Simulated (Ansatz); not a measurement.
Defect migration in beta Ga2O3: interstitial Na, charge state +1. Computed with PBE, PAW (plane waves to 420 eV; Ansatz, an electronic-structure program).

Cell of 120 host sites held at the relaxed PBE lattice; the Γ point alone; Fermi-Dirac width 0.01 eV, spin-restricted; finite-size errors left in. Static, classical nuclei. The charge state is imposed; whether it is stable for some Fermi level was not computed. Sites that were not tried may lie lower. The start lies 0.82 eV above the lowest site run (PBE).

Barriers: single points on a 2×2×2 k-point mesh shifted by half a step at the bands' geometries.

The step: several atoms move together, Na the farthest. Atoms about the jump, Cartesian Å from the middle of the jump, before and after:

```json
[
 {"atom": "Na1", "x0": "0.00", "y0": "1.54", "z0": "0.00", "x1": "0.00", "y1": "-1.54", "z1": "0.00"},
 {"atom": "O2", "x0": "0.19", "y0": "0.07", "z0": "-1.54", "x1": "0.20", "y1": "-0.07", "z1": "-1.54"},
 {"atom": "O3", "x0": "-0.20", "y0": "0.07", "z0": "1.54", "x1": "-0.19", "y1": "-0.07", "z1": "1.54"},
 {"atom": "O4", "x0": "2.09", "y0": "1.54", "z0": "0.46", "x1": "2.04", "y1": "1.52", "z1": "0.35"},
 {"atom": "O5", "x0": "2.04", "y0": "-1.52", "z0": "0.35", "x1": "2.09", "y1": "-1.54", "z1": "0.46"},
 {"atom": "O6", "x0": "-2.09", "y0": "1.54", "z0": "-0.46", "x1": "-2.04", "y1": "1.52", "z1": "-0.35"},
 {"atom": "O7", "x0": "-2.04", "y0": "-1.52", "z0": "-0.35", "x1": "-2.09", "y1": "-1.54", "z1": "-0.46"},
 {"atom": "Ga8", "x0": "0.97", "y0": "1.54", "z0": "2.04", "x1": "0.73", "y1": "1.54", "z1": "1.74"},
 {"atom": "Ga9", "x0": "0.73", "y0": "-1.54", "z0": "1.74", "x1": "0.97", "y1": "-1.54", "z1": "2.04"},
 {"atom": "Ga10", "x0": "-0.97", "y0": "1.54", "z0": "-2.04", "x1": "-0.73", "y1": "1.54", "z1": "-1.74"},
 {"atom": "Ga11", "x0": "-0.73", "y0": "-1.54", "z0": "-1.74", "x1": "-0.97", "y1": "-1.54", "z1": "-2.04"},
 {"atom": "Ga12", "x0": "2.24", "y0": "-0.03", "z0": "-1.08", "x1": "2.24", "y1": "0.03", "z1": "-1.08"},
 {"atom": "Ga13", "x0": "-2.24", "y0": "-0.03", "z0": "1.08", "x1": "-2.24", "y1": "0.03", "z1": "1.08"},
 {"atom": "O14", "x0": "0.19", "y0": "3.01", "z0": "-1.54", "x1": "0.25", "y1": "3.08", "z1": "-1.42"},
 {"atom": "O15", "x0": "0.25", "y0": "-3.08", "z0": "-1.42", "x1": "0.20", "y1": "-3.01", "z1": "-1.54"},
 {"atom": "O16", "x0": "-0.20", "y0": "3.01", "z0": "1.54", "x1": "-0.25", "y1": "3.08", "z1": "1.42"},
 {"atom": "O17", "x0": "-0.25", "y0": "-3.08", "z0": "1.42", "x1": "-0.19", "y1": "-3.01", "z1": "1.54"},
 {"atom": "O18", "x0": "2.54", "y0": "1.54", "z0": "-2.19", "x1": "2.53", "y1": "1.55", "z1": "-2.24"},
 {"atom": "O19", "x0": "2.53", "y0": "-1.55", "z0": "-2.24", "x1": "2.54", "y1": "-1.54", "z1": "-2.19"},
 {"atom": "O20", "x0": "-2.54", "y0": "1.54", "z0": "2.19", "x1": "-2.53", "y1": "1.55", "z1": "2.24"},
 {"atom": "O21", "x0": "-2.53", "y0": "-1.55", "z0": "2.24", "x1": "-2.54", "y1": "-1.54", "z1": "2.19"},
 {"atom": "Ga22", "x0": "2.24", "y0": "3.11", "z0": "-1.08", "x1": "2.19", "y1": "3.08", "z1": "-1.06"},
 {"atom": "Ga23", "x0": "2.19", "y0": "-3.08", "z0": "-1.06", "x1": "2.24", "y1": "-3.11", "z1": "-1.08"},
 {"atom": "Ga24", "x0": "-2.24", "y0": "3.11", "z0": "1.08", "x1": "-2.19", "y1": "3.08", "z1": "1.06"},
 {"atom": "Ga25", "x0": "-2.19", "y0": "-3.08", "z0": "1.06", "x1": "-2.24", "y1": "-3.11", "z1": "1.08"}
]
```

### Question
Give the saddle-point geometry and the barrier.

### Answer

```json
[
 {"atom": "Na1", "x": "0.04", "y": "0.01", "z": "-0.01"},
 {"atom": "O2", "x": "0.24", "y": "0.00", "z": "-1.94"},
 {"atom": "O3", "x": "-0.27", "y": "0.00", "z": "1.92"},
 {"atom": "O4", "x": "1.97", "y": "1.49", "z": "0.36"},
 {"atom": "O5", "x": "1.97", "y": "-1.48", "z": "0.36"},
 {"atom": "O6", "x": "-1.98", "y": "1.49", "z": "-0.36"},
 {"atom": "O7", "x": "-1.98", "y": "-1.48", "z": "-0.36"},
 {"atom": "Ga8", "x": "0.80", "y": "1.59", "z": "1.90"},
 {"atom": "Ga9", "x": "0.80", "y": "-1.59", "z": "1.90"},
 {"atom": "Ga10", "x": "-0.82", "y": "1.59", "z": "-1.90"},
 {"atom": "Ga11", "x": "-0.82", "y": "-1.58", "z": "-1.90"},
 {"atom": "Ga12", "x": "2.39", "y": "0.00", "z": "-1.22"},
 {"atom": "Ga13", "x": "-2.37", "y": "0.00", "z": "1.20"},
 {"atom": "O14", "x": "0.23", "y": "3.06", "z": "-1.44"},
 {"atom": "O15", "x": "0.23", "y": "-3.05", "z": "-1.44"},
 {"atom": "O16", "x": "-0.24", "y": "3.07", "z": "1.44"},
 {"atom": "O17", "x": "-0.24", "y": "-3.06", "z": "1.44"},
 {"atom": "O18", "x": "2.58", "y": "1.58", "z": "-2.26"},
 {"atom": "O19", "x": "2.58", "y": "-1.57", "z": "-2.26"},
 {"atom": "O20", "x": "-2.59", "y": "1.57", "z": "2.26"},
 {"atom": "O21", "x": "-2.59", "y": "-1.57", "z": "2.26"},
 {"atom": "Ga22", "x": "2.17", "y": "3.09", "z": "-1.05"},
 {"atom": "Ga23", "x": "2.17", "y": "-3.08", "z": "-1.05"},
 {"atom": "Ga24", "x": "-2.18", "y": "3.09", "z": "1.06"},
 {"atom": "Ga25", "x": "-2.18", "y": "-3.08", "z": "1.06"}
]
```
It lies 0.77 eV above the start and 0.77 eV above the end. The saddle point's order was not checked, and it lies on a symmetry element of the cell, where a band can be held. Symmetry-equivalent saddle points exist between the same ends.
